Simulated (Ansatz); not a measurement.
**Pressure series in Au**

Start from Au in the fcc (Cu type) structure (space group Fm-3m, No. 225; a = 4.157 Å).

Cell and atoms are relaxed at each pressure.

Levels (all Ansatz, a first-principles code, PAW): PBE (420 eV, without spin-orbit coupling); PBEsol (420 eV, scalar-relativistic without spin-orbit coupling).

The base cell above is that of PBE; each level relaxes its own structures.

| case | lattice parameter a, PBE | lattice parameter a, PBEsol |
|---|---|---|
| pressure −2 GPa | 4.178 Å | [?] |
| pressure −1 GPa | 4.167 Å | [?] |
| pressure 0.9 GPa | 4.148 Å | [?] |
| pressure 2.1 GPa | 4.137 Å | [?] |
| pressure 4.5 GPa | 4.116 Å | 4.051 Å |
| pressure 9 GPa | 4.081 Å | 4.022 Å |
| pressure 15 GPa | 4.042 Å | 3.989 Å |
| pressure 22.5 GPa | 4.001 Å | 3.952 Å |
| pressure 30 GPa | 3.965 Å | 3.921 Å |

### Question
Some entries are withheld; estimate them.

### Answer

- pressure −2 GPa, lattice parameter a, PBEsol: 4.100 Å
- pressure −1 GPa, lattice parameter a, PBEsol: 4.091 Å
- pressure 0.9 GPa, lattice parameter a, PBEsol: 4.077 Å
- pressure 2.1 GPa, lattice parameter a, PBEsol: 4.068 Å

PBE lies above PBEsol in every row, by 0.044 Å to 0.079 Å. They put the cases in the same order.

Load acts through the strain it causes; cell and atoms are relaxed under it. No phonon test of stability was made. Competing high-pressure phases were not computed.
